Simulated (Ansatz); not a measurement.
The parent structure is GaN (space group P6_422, No. 181; a = 3.125 Å, c = 7.359 Å; a hypothetical phase, not in the database extracts checked). Axes: x lies along a and z along c of the hexagonal cell.

Modification: a pure shear with ε_yz = ε_zy = 0.0085; the atoms relax in the strained cell.

Levels (all Ansatz, a first-principles code, PAW): PBEsol (420 eV, no SOC); r2SCAN (500 eV, without spin-orbit coupling); HSE06 (420 eV, no spin-orbit coupling).

One geometry, relaxed with PBEsol, under each level:

| level | band gap | lowest conduction level above the VBM at special points | pressure |
|---|---|---|---|
| PBEsol | 1.47 eV | Γ 1.47 eV; Y₂ 2.85 eV; V₂ 2.85 eV; A 3.27 eV | 0.04 GPa |
| r2SCAN | 1.90 eV | Γ 1.90 eV; Y₂ 3.40 eV; V₂ 3.41 eV; A 3.74 eV | 0.38 GPa |
| HSE06 | 2.67 eV | Γ 2.67 eV; Y₂ 4.07 eV; V₂ 4.07 eV | – |

Single points use the geometry relaxed with PBEsol. Their cutoffs differ, which shifts pressures a little. HSE06 was sampled on its mesh, a few special points and the semilocal edge points, so its gap is an upper bound. No phonon test of stability was made. The base started in P3_121 and relaxed to P6_422 at this level. k-point labels follow each cell's own Brillouin zone.
